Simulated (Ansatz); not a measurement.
**Carrier doping in GeSe**

Consider GeSe (space group Pnma, No. 62; a = 10.961 Å, b = 3.876 Å, c = 4.432 Å; layered, stacked along the Cartesian x axis).

Carriers are added at fixed cell with a uniform background; the Fermi–Dirac width is that of 300 K.

Computed with PBE-D3(BJ) (Ansatz, a first-principles code), scalar-relativistic without spin-orbit coupling.

Notes on the quantities. Fermi level from band edge: Fermi level relative to the doped band's edge (positive inside the band; to 0.05 eV).

| variant | gap between the host's bands | Fermi level from band edge | gap character |
|---|---|---|---|
| undoped | 0.73 eV | – | indirect, Γ–Z (67 % along) → Γ |
| electrons 2.0×10^21 cm⁻³ | 0.66 eV | +0.40 eV | indirect, Γ–Z (67 % along) → Γ–Z (17 % along) |
| electrons 7.0×10^21 cm⁻³ | (withheld) | (withheld) | – |
| holes 2.0×10^21 cm⁻³ | 0.77 eV | +0.35 eV | indirect, Γ–Z (67 % along) → Γ–Z (17 % along) |
| holes 3.0×10^21 cm⁻³ | 0.79 eV | +0.40 eV | indirect, Γ–Z (67 % along) → Γ |
| holes 7.0×10^21 cm⁻³ | 0.87 eV | +0.60 eV | indirect, Γ–Z (67 % along) → k = (0, 0, 0.091) in the run's primitive reciprocal basis |

Problem. Some entries are withheld; estimate them.

Solution. 
- electrons 7.0×10^21 cm⁻³, gap between the host's bands: 0.45 eV
- electrons 7.0×10^21 cm⁻³, Fermi level from band edge: +0.75 eV

Carriers are added with a uniform compensating background; total energy and stress of such cells depend on the potential's zero and are not compared; many-body gap narrowing is missing at this level. Whether these cells are dynamically stable was not tested. The D3 term's C6 switches between coordination references near this geometry, which can add small steps to energies.
